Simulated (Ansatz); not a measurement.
The reference is CdS in the zinc blende structure (space group F-43m, No. 216; a = 5.879 Å).

Now apply this change: the cell is scaled by 0.9750 in all directions; the atoms relax in the strained cell.

Levels (all Ansatz, an electronic-structure program, PAW, earlier PAW set): r2SCAN (500 eV, no spin-orbit coupling); HSE06+SOC (420 eV, with spin-orbit coupling).

The geometry is relaxed with r2SCAN.

| Item | Result |
|---|---|
| r2SCAN lowest conduction level above the VBM at special points | Γ 1.71 eV; L 3.55 eV; X 3.76 eV |
| r2SCAN valence-band top at Γ | 0.00, 0.00, 0.00 eV |

### Question
Predict the lowest conduction level above the VBM at special points and valence-band top at Γ from HSE06+SOC.

### Answer
The lowest conduction level above the VBM at special points becomes Γ 2.27 eV; L 4.17 eV; X 4.34 eV (r2SCAN: Γ 1.71 eV; L 3.55 eV; X 3.76 eV); the valence-band top at Γ (three highest Kramers pairs, from the VBM) changes from 0.00, 0.00, 0.00 eV to 0.00, 0.00, -0.06 eV. The threefold valence maximum splits by Δso ≈ 0.06 eV.

Single points use the geometry relaxed with r2SCAN. The spin-orbit shifts are approximate. The levels and masses belong to the bands next to the band gap. No phonon test of stability was made.
